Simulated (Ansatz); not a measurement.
Data:

End structure of a constructed model of the (0001) surface of hcp Ru, a pseudomorphic layer of Ir in the host's stacking (bottom of the slab: a bare face, its two planes held):

```yaml
crystal:
  lattice:
    - [2.72140, 0.00000, 0.00000]
    - [-1.36070, 2.35680, 0.00000]
    - [0.00000, 0.00000, 29.50000]
  atoms:
    - { symbol: Ru, position: [0.66667, 0.33333, 0.27497] }
    - { symbol: Ru, position: [0.33333, 0.66667, 0.34774] }
    - { symbol: Ru, position: [0.66667, 0.33333, 0.41983] }
    - { symbol: Ru, position: [0.33333, 0.66667, 0.49325] }
    - { symbol: Ru, position: [0.66667, 0.33333, 0.56630] }
    - { symbol: Ru, position: [0.33333, 0.66667, 0.63801] }
    - { symbol: Ir, position: [0.66667, 0.33333, 0.71087] }
```

Slab: 7 atoms, 13.3 Å thick at the start with caps and adatoms (thin: gaps and levels are the slab's own); k 16x16x1, smearing 0.1 eV, dipole-corrected; 2 atoms held, the rest relaxed; symmetry of the start imposed; no spin, no spin-orbit, no U. In PBE it is, or lies within 0.01 eV a 1x1 cell of, the lowest of the 2 structures of its composition computed so far; subsurface sites and larger cells were not tried.

What is the computed work function of the top face (PBE (Ansatz, a quantum-chemistry and plane-wave program))?

5.42 eV
